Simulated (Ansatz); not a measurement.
We look at the formation energy of Cs2Pb(ICl)2 (I4/mmm) from the elements. Reaction: 2 I (Cmce) + Pb (fcc) + 2 Cs (bcc) + Cl2 (gas) → Cs2Pb(ICl)2 (I4/mmm). The sign is products less reactants. The value is per atom of the solid.

Cs2Pb(ICl)2 (I4/mmm), 7 atoms in the cell; this is a cell from a database of computed structures that this text hasn't matched to a measured one, k-point mesh 6×6×6 on the run's own vectors.
```xyz
7
Lattice="0.0000 -5.6758 0.0000 5.6758 0.0000 0.0000 -2.8379 2.8379 9.5212" Properties=species:S:1:pos:R:3 pbc="T T T"
Cs     2.8379    -2.8379     2.4875
Cs     0.0000     0.0000     7.0337
Pb     0.0000     0.0000     0.0000
I      2.8379    -2.8379     6.3071
I      0.0000     0.0000     3.2141
Cl     2.8379     0.0000     0.0000
Cl     0.0000    -2.8379     0.0000
```

I (Cmce), 4 atoms in the cell, k-point mesh 10×10×4 on the run's own vectors. Conventional cell: a = 7.3477 Å, b = 4.4864 Å, c = 9.6503 Å, α = 90.00°, β = 90.00°, γ = 90.00°.

Pb (fcc, Fm-3m), 1 atom in the cell, k-point mesh 20×20×20 on the run's own vectors. Conventional cell: a = b = c = 4.959 Å, α = β = γ = 90.00°.

Cs (bcc, Im-3m), 1 atom in the cell, k-point mesh 14×14×14 on the run's own vectors. Conventional cell: a = 6.0402 Å, b = 6.0402 Å, c = 6.0402 Å, α = 90.00°, β = 90.00°, γ = 90.00°.

An isolated Cl2 molecule (singlet) in a box of 11 × 11 × 14 Å.

Computed with Ansatz (plane waves, PAW), its default PAW set, cutoff 420 eV, 500 eV for r2SCAN. The structures are at rest with PBE+D3(BJ); other levels are single points on them. HSE06 runs on coarser k-point meshes, mended by the PBE difference between the two meshes. Some cells are metallic or hold partly filled levels, where a hybrid on a coarse mesh is less sure. Neutral cells; Fermi-Dirac smearing of at most 0.10 eV in the solids, energies taken to zero width. The lattices are those relaxed with PBE+D3(BJ), so at other levels the solids can be strained, which adds to the spread. A dispersion term (D3(BJ), or D4 for r2SCAN) was computed beside these levels and is taken off wherever the name lacks it. Static lattices, no vibrational contributions. No structure search was made; lower ones may exist. Spin-orbit coupling is left out.

Question: Estimate the value that r2SCAN returns for this input.

Answer: -1.67 eV/atom, for 2 I (Cmce) + Pb (fcc) + 2 Cs (bcc) + Cl2 (gas) → Cs2Pb(ICl)2 (I4/mmm).

Question: List the value at the remaining levels and say how far they part.

Answer: 
| Method | value (eV/atom) | less r2SCAN |
|---|---|---|
| PBE | -1.47 | 0.20 |
| PBE+D3(BJ) | -1.50 | 0.17 |
| HSE06 | -1.56 | 0.11 |

The levels span 0.20 eV/atom, from r2SCAN (-1.67) to PBE (-1.47).

Ansatz is a quantum-chemistry and plane-wave program.
